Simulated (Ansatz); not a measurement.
The reference is InP in the zinc blende structure (space group F-43m, No. 216; a = 5.907 Å).

All numbers come from r2SCAN, PAW, 500 eV (Ansatz, an electronic-structure program; spin-orbit coupling left out).

One change was made to it. Results:

```tsv
quantity	base	after
hole mass (degenerate bands, along [100])	0.073, 0.44, 0.44 mₑ (at Γ)	0.19, 0.24, 0.24 mₑ (at Γ)
electron mass	0.074 mₑ (at Γ)	2.6 mₑ along k, 0.23 mₑ across (at X)
shortest interatomic distance	2.558 Å	2.217 Å
gap character	direct at Γ	indirect, Γ → X
```

Name the change that was made.
A. pressure 75 GPa
B. pressure −2 GPa
C. pressure 30 GPa

A, pressure 75 GPa. For comparison, the electron mass in the other runs: pressure 30 GPa gives 1.9 mₑ along k, 0.24 mₑ across (at X); pressure −2 GPa gives 0.062 mₑ (at Γ).

Load acts through the strain it causes; cell and atoms are relaxed under it. Effective masses come from finite differences of ±0.01 Å⁻¹. Along k means along the line from Γ to the band edge. Whether these cells are dynamically stable was not tested. Measured, InP leaves this structure (for rock salt) near 9.8 GPa (temperature not stated; as listed in Datta, Sujoy, Jana, Debnarayan, arXiv (2020)).
